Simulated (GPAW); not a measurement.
Band structure of Mg6SiW (Amm2, 8 atoms in the cell).

```xyz
8
Lattice="5.0542 0.0000 0.0000 0.0000 2.8092 5.3479 0.0000 -2.8092 5.3479" Properties=species:S:1:pos:R:3 pbc="T T T"
Mg     2.5271     1.4086     4.5256
Mg     2.5271    -1.4086     4.5256
Mg     0.0000     1.3606     6.2177
Mg     0.0000    -1.3606     6.2177
Mg     0.0000     0.0000     3.4629
Mg     0.0000     0.0000     8.7888
Si     2.5271     0.0000     1.8220
W      2.5271     0.0000     7.2227
```

Level of theory: PBEsol, GPAW PAW datasets PBEsol (made by gpaw-setup) (plane waves; GPAW).

Settings: mode = pw; ecut = 800 eV; xc = PBEsol; kpts = 3 3 3; mesh shift (steps) = 0 0 0; occupations.name = fermi-dirac; occupations.width = 0.1 eV; nbands = -12; convergence.density = 1e-05 e/electron; convergence.energy = 1e-05 eV/electron; symmetry.symmorphic = false; symmetry.tolerance = 0.0005; maxiter = 150; bandpath_npoints = 40.

The starting cell comes from a database of computed structures (which also holds hypothetical and non-ambient phases and stackings), without a prior relaxation at this level. Spin-orbit coupling is off. Spin polarisation is off.

Levels in eV from the Fermi level, bands 36 to 43:
```
point     36     37     38     39     40     41     42    43
-----  -----  -----  -----  -----  -----  -----  -----  ----
Γ      -1.75  -1.61  -0.86  -0.77   0.41   0.72   1.06  1.24
X      -1.44  -1.31  -0.04  -0.03   0.20   0.85   1.05  1.27
S      -1.40  -1.03  -0.49  -0.40   0.86   1.16   1.18  1.85
R      -2.04  -1.77  -0.52   0.02   0.54   0.73   2.20  2.49
A      -1.34  -0.59  -0.56  -0.38   0.40   0.95   1.30  1.98
Z      -1.88  -1.68  -0.94  -0.84  -0.49  -0.41  -0.06  0.56
Y      -1.25  -1.07  -0.97  -0.55   0.58   0.96   1.30  1.45
X1     -1.44  -1.31  -0.04  -0.03   0.20   0.85   1.05  1.27
A1     -1.34  -0.59  -0.56  -0.38   0.40   0.95   1.30  1.98
T      -1.80  -1.06  -0.48   0.06   0.57   0.71   0.97  2.35
```

Bands cross the Fermi level along this path, so the cell is metallic at this level.
